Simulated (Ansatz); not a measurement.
## CdSe, response to strain

The reference is CdSe in the zinc blende structure (space group F-43m, No. 216; a = 6.133 Å).

Strains are applied to the cell and any free atomic positions relax.

Method: Ansatz (a first-principles code), r2SCAN, PAW, cutoff 500 eV, no spin-orbit coupling.

```json
[
 {"isotropic strain (%)": "0", "pressure (GPa)": "0.0"},
 {"isotropic strain (%)": "0.5", "pressure (GPa)": "-0.7"},
 {"isotropic strain (%)": "1", "pressure (GPa)": "-1.4"},
 {"isotropic strain (%)": "1.5", "pressure (GPa)": "-2.1"},
 {"isotropic strain (%)": "2", "pressure (GPa)": "-2.7"},
 {"isotropic strain (%)": "2.5", "pressure (GPa)": "?"},
 {"isotropic strain (%)": "3", "pressure (GPa)": "-3.7"}
]
```

**Question.** Fit P = P₀ − Bδ + Cδ² with δ = (1 + ε)³ − 1 to the rows shown and predict the withheld row.

**Answer.** Least squares on the printed values gives P₀ = 0.0 GPa, B = 51.7 GPa, C = 123 GPa (largest residual 0.0 GPa); this predicts -3.2 GPa, and the run gives -3.2 GPa, in agreement.

Stability against distortions was not tested.
